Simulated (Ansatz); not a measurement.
Pressure series in NaF

Consider NaF in the rock salt structure (space group Fm-3m, No. 225; a = 4.701 Å).

Cell and atoms are relaxed at each pressure.

All numbers come from PBE/PAW in Ansatz (a program for electronic structure), no spin-orbit coupling.

Candidates:
(a) pressure 3 GPa
(b) pressure 0.7 GPa
(c) pressure 0.3 GPa
(d) pressure 10 GPa

For the base:

Band gap: 6.09 eV

### Question
Order them by band gap, lowest first.

### Answer
(c) pressure 0.3 GPa (6.12 eV), (b) pressure 0.7 GPa (6.17 eV), (a) pressure 3 GPa (6.40 eV), (d) pressure 10 GPa (6.97 eV)

Load acts through the strain it causes; cell and atoms are relaxed under it. Stability against distortions was not tested. Competing high-pressure phases were not computed.
